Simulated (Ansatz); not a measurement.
## Worked example: self-consistent single point of ZnNi (P4mm, 2 atoms in the cell) in Ansatz

Level of theory: PBEsol, default PAW files made with PBE (plane waves; Ansatz, a first-principles code).

The input file:

Ansatz 0.2 input:
```yaml
# ZnNi
crystal:
  lattice:
    - [2.88046300, 0.00000000, 0.00000000]
    - [0.00000000, 2.88046300, 0.00000000]
    - [0.00000000, 0.00000000, 2.88046300]
  atoms:
    - { symbol: Zn, position: [0.50000000, 0.50000000, 0.51735800] }
    - { symbol: Ni, position: [0.00000000, 0.00000000, 0.00000000] }
basis:
  ecutwfc: 30.9 Ry
kpoints:
  mp_grid:
    grid: [11, 11, 11]
hamiltonian:
  xc: pbesol
  pseudopotentials:
    kind: paw
scf:
  occupations:
    method: gaussian
    width: 0.0073 Ry
output:
  forces: true
  eigenvalues: true
  stress: true
```

Log, with long lists cut:

```
WARN ansatz: RAYON_NUM_THREADS=1 ignored (pool sized by the plan → 1); use --threads N
Pseudopotentials: kind: paw
Pseudopotential: Zn, paw, valence charge 12
Pseudopotential: Ni, paw, valence charge 18
Crystal: 2 atoms, lattice volume = 23.899 Å³
Basis set: ecut = 420.4159175005146 eV, 461 PW (Γ), exchange–correlation on 40×40×40 points (8 copies of the dense FFT grid, shifted against one another)
Bands: 19, of which v1, the nominal top of the filled ones, is band 15 counted from 1 (14 counted from 0)
Symmetry: 8 space group operations
Space group: P4mm (ITA 99), of the structure as read, at distance tolerance 2.9e-5 Å
k-points: 126 of 1331 (time reversal used)
PAW frozen core: Zn, regenerated for the run's functional, and the local potential with it
PAW frozen core: Ni, regenerated for the run's functional, and the local potential with it
Initial density: superposition of atomic densities (neutral atoms: chi_scale 0, normalization atom), corrected by the library's trained network
Initial wavefunctions: pseudopotential atomic-orbital guess
Eigensolver: davidson
Functional: x = pbesol(κ = 0.804, μ = 0.12345679012345678), c = pbesol(β = 0.046)
SCF iter   1: F=—  HF=-9086.384454 eV  |F-HF|=—  |Δ(HF+E_count)|=         —  Δρ=2.71e-2  dr2=1.12e-1  ethr=1.77e-3  ⟨swp⟩=4.9  Hψ=10462  notcnv=0
all-band conjugate gradients solve this SCF's bands
preconditioner: auto → none
SCF iter   2: F=—  HF=-9086.373735 eV  |F-HF|=—  |Δ(HF+E_count)|=   1.07e-2  Δρ=1.35e-2  dr2=3.18e-2  ethr=3.72e-4  ⟨swp⟩=2.0  Hψ=3824  notcnv=0  defer=7
SCF iter   3: F=—  HF=-9086.370398 eV  |F-HF|=—  |Δ(HF+E_count)|=   3.34e-3  Δρ=2.51e-3  dr2=8.23e-4  ethr=1.06e-4  ⟨swp⟩=1.7  Hψ=2592  notcnv=0  defer=7
SCF iter   4: F=—  HF=-9086.370002 eV  |F-HF|=—  |Δ(HF+E_count)|=   3.95e-4  Δρ=7.73e-4  dr2=8.39e-5  ethr=2.74e-6  ⟨swp⟩=2.0  Hψ=3504  notcnv=0  defer=7
SCF iter   5: F=—  HF=-9086.369964 eV  |F-HF|=—  |Δ(HF+E_count)|=   3.86e-5  Δρ=1.64e-4  dr2=2.09e-6  ethr=2.80e-7  ⟨swp⟩=2.0  Hψ=3261  notcnv=0  defer=7
SCF iter   6: F=-9086.369964 eV  HF=-9086.369964 eV  |F-HF|=1.58e-8  |Δ(HF+E_count)|=   7.09e-9  Δρ=1.99e-5  dr2=3.06e-8  ethr=3.33e-10  ⟨swp⟩=4.7  Hψ=12562  notcnv=0
SCF 1 converged in 6 iterations: F = -9086.369964 eV  dr2 = 3.06e-8
SCF converged after 6 iterations
Free energy (F): -9086.369964 eV
Harris-Foulkes:  -9086.369964 eV  (|F-HF|=1.58e-8)
Internal energy: -9086.362054 eV  (E = F + TS)
E sigma→0 (E₀):  -9086.366009 eV
Entropy (-TS):   -0.007910 eV (-3.955 meV/atom)
Fermi energy:    15.036880 eV
--- Per-component energies (eV) ---
  E_band       = -232.368520
  E_kinetic    = 416.915283
  E_local      = -5112.235959  (includes V_loc(G=0)·N_el)
  E_nonlocal   = 1252.376686
  E_hartree    = 2147.667677
  E_xc         = -221.354216
  E_vxc        = -163.364104  (∫ρ·V_xc dr)
  E_paw        = -3386.454041  (= ΣΔE_a)
  E_vpaw       = -921.391982  (= ΣTr[D̂ρ^β])
  E_aug_tail   = 0.000141  (compensation charges beyond the density's cutoff)
  E_ewald      = -4184.272269
  E_core_change = 0.994644  (= ΣΔE_core)
  E_smearing   = -0.007910  (= −TS)
  E_closure    = -0.000000  (closes the sum)
  Σ components = -9086.369964   (vs F -9086.369964, Δ=0.00e0)
--- Forces (eV/Å), atoms counted from 1 ---
  atom   1  Zn     0.00000000     0.00000000    -0.30413860
  atom   2  Ni    -0.00000000     0.00000000     0.30412311
  max |Σ_I F_I| component: 1.55e-5 eV/Å
--- Stress (GPa, compression-positive) ---
       -6.086401       0.000000       0.000000
        0.000000      -6.086401       0.000000
        0.000000       0.000000      -6.295566
  P = ⅓ Tr σ = -6.1561 GPa (-61.561 kbar)
  The stress holds the Pulay correction. Without it, at fixed plane waves, as pw.x and ABINIT print it: P = -6.2665 GPa
--- Band table (eV; the first three rows and the last of 126) ---
  k-point 0: bands = ["-87.5548", "-48.1042", "-48.1042", "-48.1038", "4.8675", "7.5040", "7.5065", "8.3113", "8.3135", "8.3135", "12.8725", "12.8780", "14.1405", "14.1405", "14.1419", "22.2327", "22.2327", "22.2496", "27.6906"]
  k-point 1: bands = ["-87.5547", "-48.1057", "-48.1040", "-48.1040", "5.0249", "7.5239", "7.5431", "8.2982", "8.2982", "8.3184", "12.8684", "12.8811", "14.0658", "14.0658", "14.1352", "20.9932", "22.4938", "22.4938", "27.7646"]
  k-point 2: bands = ["-87.5544", "-48.1106", "-48.1037", "-48.1037", "5.4868", "7.5778", "7.6490", "8.2575", "8.2575", "8.3375", "12.8418", "12.8685", "13.8783", "13.8783", "14.1172", "18.7727", "23.2385", "23.2385", "27.9579"]
  k-point 125: bands = ["-87.5506", "-48.1226", "-48.1225", "-48.1222", "7.6472", "7.6675", "7.6681", "8.6251", "8.6252", "11.7191", "11.8772", "11.8790", "14.4238", "14.4242", "18.5816", "19.8666", "19.8882", "20.0172", "21.7396"]
```

The run converged in 6 iterations.

The starting cell comes from a database of computed structures (which also holds hypothetical and non-ambient phases and stackings), without a prior relaxation at this level. Its lattice was rescaled by up to half a per cent. One atom was moved a little off its site on purpose. Spin polarisation is off. With a pressure of about -6 GPa the cell is away from its equilibrium volume at this level. Ansatz's pressure includes its estimate of the finite-basis (Pulay) stress.
